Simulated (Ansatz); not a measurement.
## Point defects in BAs

Consider a 24-atom supercell of BAs in the zinc blende structure (space group F-43m, No. 216; a = 4.8093 Å) at its relaxed geometry.

One neutral defect a cell, atoms relaxed at fixed cell.

All numbers come from PBE/PAW in Ansatz (a first-principles code), scalar-relativistic without spin-orbit coupling.

```tsv
change	largest displacement of a host atom from its site in the perfect cell	pressure	total moment of the cell
perfect supercell	–	0.0 GPa	–
H interstitial (started 2.08 Å from the nearest host atom)	0.02 Å	1.1 GPa	1.0 μB
B vacancy, symmetric start	0.03 Å	-0.4 GPa	0.0 μB
As interstitial (started 1.96 Å from the nearest host atom), symmetric start	0.35 Å	11.5 GPa	0.0 μB
B interstitial (started 2.08 Å from the nearest host atom)	0.17 Å	3.6 GPa	0.0 μB
Ru on a B site, symmetric start	0.20 Å	6.0 GPa	0.0 μB
```

The magnetic state is the one reached from the starting moments; the real material's order can differ, and small cells can't hold many antiferromagnetic ones. In so small a cell the defect repeats every few ångströms: this is an ordered compound, not a dilute defect. The mesh was chosen for an insulator and is coarse for the gapless case. Defects with a symmetric start kept the site's symmetry and may sit on a saddle; the others started slightly shaken. Seeded moments were not kept for B vacancy, As interstitial (started 1.96 Å from the nearest host atom), B interstitial (started 2.08 Å from the nearest host atom) and Ru on a B site.
